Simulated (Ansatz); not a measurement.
The reference is CrI3 in the BiI3 type structure (space group R-3, No. 148; ferromagnetic; layered, stacked along the Cartesian z axis).

```yaml
crystal:
  lattice:
    - [3.40909, 1.96824, 6.49258]
    - [-3.40909, 1.96824, 6.49258]
    - [0.00000, -3.93648, 6.49258]
  atoms:
    - { symbol: Cr, position: [0.33385, 0.33385, 0.33385] }
    - { symbol: Cr, position: [0.66615, 0.66615, 0.66615] }
    - { symbol: I, position: [0.07827, 0.73185, 0.42930] }
    - { symbol: I, position: [0.42930, 0.07827, 0.73185] }
    - { symbol: I, position: [0.73185, 0.42930, 0.07827] }
    - { symbol: I, position: [0.92173, 0.26815, 0.57070] }
    - { symbol: I, position: [0.57070, 0.92173, 0.26815] }
    - { symbol: I, position: [0.26815, 0.57070, 0.92173] }
```

Cartesian axes are those of the cell as printed.

Structures relaxed with Ansatz (a first-principles code), PBE-D3(BJ), PAW, cutoff 420 eV, without spin-orbit coupling.

Base:

Simulated powder pattern, Cu Kα, λ = 1.54184 Å (kinematic, ideal powder, no thermal factors, no anomalous dispersion; the 10 strongest lines at most, above 2 %, up to 2θ = 90°):

```
2θ (°)  I/Imax (%)       hkl
------  ----------  --------
26.14           11     (110)
27.48           19     (006)
29.60          100  (2 -1 3)
38.29           28  (2 -1 6)
46.12           24     (300)
49.91           23     (119)
54.52           16     (036)
55.76           15     (223)
75.17           12  (5 -4 3)
75.99           10  (0 3 12)
```

Perturbation: compressive biaxial strain of 4.09 % in the plane normal to [001], as in epitaxy on a mismatched substrate; the out-of-plane cell vector and the atoms relax.

**Question.** How do the reflections move or split?

**Answer.** 
Simulated powder pattern, Cu Kα, λ = 1.54184 Å (kinematic, ideal powder, no thermal factors, no anomalous dispersion; the 10 strongest lines at most, above 2 %, up to 2θ = 90°):

```csv
2θ (°),I/Imax (%),hkl
26.90,22,(006)
27.28,11,(110)
30.48,100,(2 -1 3)
38.68,29,(2 -1 6)
48.21,23,(300)
49.81,25,(119)
56.07,17,(036)
58.12,15,(223)
76.49,11,(0 3 12)
78.78,13,(5 -4 3)
```

The indices refer to the base's conventional cell; one index is shown for lines that coincide.

The magnetic state is the one reached from the starting moments; the real material's order can differ, and small cells can't hold many antiferromagnetic ones. Whether these cells are dynamically stable was not tested.
